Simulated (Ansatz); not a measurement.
Density of states of ZrO2 (Pnma, 12 atoms in the cell).

```xyz
12
Lattice="5.6327 0.0000 0.0000 0.0000 3.3880 0.0000 0.0000 0.0000 6.5892" Properties=species:S:1:pos:R:3 pbc="T T T"
Zr     4.2332     0.8470     0.7144
Zr     1.3995     2.5410     5.8748
Zr     4.2159     2.5410     4.0090
Zr     1.4169     0.8470     2.5802
O      5.5089     2.5410     2.2453
O      0.1238     0.8470     4.3439
O      2.9402     0.8470     5.5400
O      2.6926     2.5410     1.0493
O      4.8483     2.5410     6.0851
O      0.7844     0.8470     0.5041
O      3.6008     0.8470     2.7905
O      2.0320     2.5410     3.7987
```

Computed with r2SCAN, default PAW files made with PBE (plane waves; Ansatz, a quantum-chemistry and plane-wave program).

SCF settings: kpoints.mp_grid.grid = 3 5 3; kpoints.mp_grid.shift = 0.5 0.5 0.5; hamiltonian.xc = r2scan; hamiltonian.pseudopotentials = {kind: paw} (the program's default PAW files); scf.occupations.method = gaussian; scf.occupations.width = 0.02 eV. Keys of the DOS step: output.dos.nscf_kmesh.grid = 5 8 5.

The starting cell comes from a database of computed structures (which also holds hypothetical and non-ambient phases and stackings), without a prior relaxation at this level.

Total DOS (both spins), as means of the tabulated values in each energy bin; the zero is the program's Fermi level or highest filled level, and the curve is cut to this window:

(E (eV), states/eV/cell): (-7.75, 0.00); (-7.25, 1.29); (-6.75, 7.87); (-6.25, 7.39); (-5.75, 10.3); (-5.25, 7.20); (-4.75, 8.66); (-4.25, 7.86); (-3.75, 10.0); (-3.25, 11.7); (-2.75, 11.7); (-2.25, 9.79); (-1.75, 2.22); (-1.25, 0.00); (-0.75, 0.00); (-0.25, 0.00); (0.25, 0.00); (0.75, 0.00); (1.25, 0.00); (1.75, 0.21); (2.25, 1.11); (2.75, 4.61); (3.25, 7.89); (3.75, 8.85); (4.25, 10.9)

The gap on the SCF mesh is 3.73 eV.

Keys are those of Ansatz 0.2.
